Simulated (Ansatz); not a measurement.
# Effect of electrons 3.0×10^21 cm⁻³ on ZrO2

The parent structure is ZrO$_{2}$ in the fluorite structure (space group Fm-3m, No. 225; a = 5.089 Å).

One thing is altered: electron doping at 3.0×10^21 cm⁻³ (0.0989 per cell), with a uniform compensating background at fixed cell and a 300 K Fermi–Dirac width.

Computed with r2SCAN (Ansatz, a quantum-chemistry and plane-wave program), spin-orbit coupling left out. k-mesh 20×20×20 (Γ-centred); smearing 0.0259 eV (Fermi–Dirac).

| quantity | base | changed | shift |
|---|---|---|---|
| gap between the host's bands | 3.89 eV | 3.94 eV | +0.057 eV |
| gap character | indirect, X → Γ | indirect, X → Γ | – |
| valley order (the lowest conduction-band minima on the path, energy above the VBM, named in the base's zone) | Γ 3.89 eV; X along ⟨100⟩ 4.29 eV; a point along ⟨110⟩, about 0.8 Å⁻¹ from Γ 4.29 eV; L along ⟨111⟩ 4.50 eV | Γ 3.94 eV; X along ⟨100⟩ 4.32 eV; a point along ⟨110⟩, about 0.8 Å⁻¹ from Γ 4.35 eV; L along ⟨111⟩ 4.56 eV | – |
| Fermi level relative to the doped band's edge (positive inside the band; to 0.05 eV) | – | +0.35 eV | – |

Cost of the whole job for the changed cell (relaxation, final SCF and bands): very roughly 30 core-seconds.

Carriers are added with a uniform compensating background; total energy and stress of such cells depend on the potential's zero and are not compared; many-body gap narrowing is missing at this level. Stability against distortions was not tested. This is not the structure that ZrO2 has at room temperature and ambient pressure.
